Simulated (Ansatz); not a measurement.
# CsPbBr3 under a change: electrons 5.0×10^21 cm⁻³

Base system: CsPbBr₃ in the cubic perovskite structure (space group Pm-3m, No. 221; a = 5.872 Å).

One thing is altered: 1.01 electrons added to each cell, a density of 5.0×10^21 cm⁻³, with a uniform compensating background at fixed cell and a 300 K Fermi–Dirac width.

Level of theory: Ansatz (a program for electronic structure), PBEsol, PAW, cutoff 420 eV, no SOC. Γ-centred 8×8×8 mesh, Fermi–Dirac width 0.0259 eV.

* **Gap between the host's bands**: 1.43 eV (base 1.43 eV)
* **Gap character**: direct at R (base direct at R)
* **Valley order (the lowest conduction-band minima on the path, energy above the VBM, named in the base's zone)**: R along ⟨111⟩ 1.43 eV; Γ 1.86 eV (base R along ⟨111⟩ 1.43 eV; Γ 2.88 eV)
* **Fermi level relative to the doped band's edge (positive inside the band; to 0.05 eV)**: +0.90 eV

Final structure:

```yaml
crystal:
  lattice:
    - [5.87217, 0.00000, 0.00000]
    - [0.00000, 5.87217, 0.00000]
    - [0.00000, 0.00000, 5.87217]
  atoms:
    - { symbol: Cs, position: [0.00000, 0.00000, 0.00000] }
    - { symbol: Pb, position: [0.50000, 0.50000, 0.50000] }
    - { symbol: Br, position: [0.00000, 0.50000, 0.50000] }
    - { symbol: Br, position: [0.50000, 0.50000, 0.00000] }
    - { symbol: Br, position: [0.50000, 0.00000, 0.50000] }
```
Cell charge -1.01243.

Carriers are added with a uniform compensating background; total energy and stress of such cells depend on the potential's zero and are not compared; many-body gap narrowing is missing at this level. Spin-orbit coupling, missing from the scalar runs, can matter with Pb. No phonon test of stability was made. Many cubic perovskites are stable only at high temperature; tilts and polar distortions were not tested. This is not the structure that CsPbBr3 has at room temperature and ambient pressure.
